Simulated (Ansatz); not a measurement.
Here is the system:

```
Au
1.0
    0.00000     2.04143     2.14268
    2.04143     0.00000     2.14268
    2.04143     2.04143     0.00000
Au
1
Direct
  0.00000   0.00000   0.00000
```

No spin polarisation.

The values are results of PBEsol (Ansatz, a first-principles code; PAW; 420 eV plane waves; no spin-orbit coupling), earlier PAW set, not measurements. Settings: 28×28×28 k-points, 0.1 eV Fermi–Dirac smearing.

Problem. Predict the band gap, pressure and space group.

Solution. 
- Band gap: zero
- Pressure (mean of the normal stresses, compression positive): -7.3 GPa
- Space group: I4/mmm (No. 139)

The cells carry an imposed strain or load. Stability against distortions was not tested. The cell was made from Au in the fcc (Cu type) structure (space group Fm-3m, No. 225) by this change: uniaxial strain ε_zz = +4.96 %.
